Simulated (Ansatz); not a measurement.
An Ansatz (a first-principles code) input (PBE, PAW, 420 eV (Ansatz; without spin-orbit coupling)):

Ansatz 0.2 input:
```yaml
crystal:
  lattice:
    - [2.4044120928, 1.388187969, 4.3746338733]
    - [-2.4044120928, 1.388187969, 4.3746338733]
    - [0, -2.7763759381, 4.3746338733]
  atoms:
    - { symbol: Al, position: [0.3521477554, 0.3521477554, 0.3521477554] }
    - { symbol: Al, position: [0.1478522446, 0.1478522446, 0.1478522446] }
    - { symbol: Al, position: [0.6478522446, 0.6478522446, 0.6478522446] }
    - { symbol: Al, position: [0.8521477554, 0.8521477554, 0.8521477554] }
    - { symbol: O, position: [0.5561752698, 0.9438247302, 0.25] }
    - { symbol: O, position: [0.25, 0.5561752698, 0.9438247302] }
    - { symbol: O, position: [0.9438247302, 0.25, 0.5561752698] }
    - { symbol: O, position: [0.4438247302, 0.0561752698, 0.75] }
    - { symbol: O, position: [0.75, 0.4438247302, 0.0561752698] }
    - { symbol: O, position: [0.0561752698, 0.75, 0.4438247302] }
basis: { ecutwfc: 420, ecutrho_ratio: 4, xc_grid: 2, fft_grid_basis: typed }
kpoints: { mp_grid: { grid: [8, 8, 8] } }
hamiltonian:
  xc: pbe
  dispersion: none
  pseudopotentials: { kind: paw }
scf: { occupations: { method: fermi_dirac, width: 0.05 }, convergence: { dr2_threshold: 0.000000001 } }
output: { forces: true, stress: true }
checkpoint: { write: state.ck, write_every: 1000 }
```

Q: Which symmetry and how many k-points will the program report, and about how many plane waves at Γ?

A: Space group R-3c (ITA 167) with 12 operations, k-points 65 of 512, and 1707 plane waves at Γ.

No phonon test of stability was made. The cell is Al2O3 in the corundum structure (space group R-3c, No. 167).
